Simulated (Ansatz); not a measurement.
Given:

```
Y12N11
1.0
    0.00000     4.85616     4.85616
    4.85616    -4.85616     4.85616
    4.85616     4.85616     0.00000
N Y
11 12
Cartesian
  2.42970   2.42789   0.00444
  2.42258  -0.00022   2.42568
  4.85793   2.43492   2.42541
  4.87185  -0.01416   4.87465
  7.29313   2.42061   4.86071
  0.00171   2.42780   2.43268
  2.42973   4.85587   2.43259
  2.42262   2.43499   4.86068
  4.84379   4.86989   4.84684
  4.85792   2.42077   7.29585
  7.29309   4.85591   7.29595
  2.42473   2.43317   2.42737
  4.86513   4.84896   2.49594
  4.85801   2.42796   4.86075
  7.28613   4.85598   4.86062
  7.29133   2.42272   7.29406
  4.85096   0.00691   7.22537
  2.49320   4.84899   4.86761
  4.86507   7.22073   4.86760
  4.85801  -0.00010   2.43256
  7.28608   2.42785   2.43260
  7.22270   0.00686   4.85374
  4.85099  -2.36495   4.85371
```

No spin polarisation.

All numbers come from PBEsol (Ansatz, a quantum-chemistry and plane-wave program; PAW; 420 eV plane waves; no SOC). Settings: 4×3×4 k-points, 0.05 eV Fermi–Dirac smearing.

Question: Predict the gap of the supercell.

Answer: Zero.

Question: Estimate the pressure.

Answer: 0.7 GPa.

In so small a cell the defect repeats every few ångströms: this is an ordered compound, not a dilute defect. A case with no gap was solved on a k-mesh chosen for an insulator, which is coarse for it. All final runs are without spin polarisation. The cell was made from YN in the rock salt structure (space group Fm-3m, No. 225) by this change: N vacancy. The defect cell is not spin-polarised.
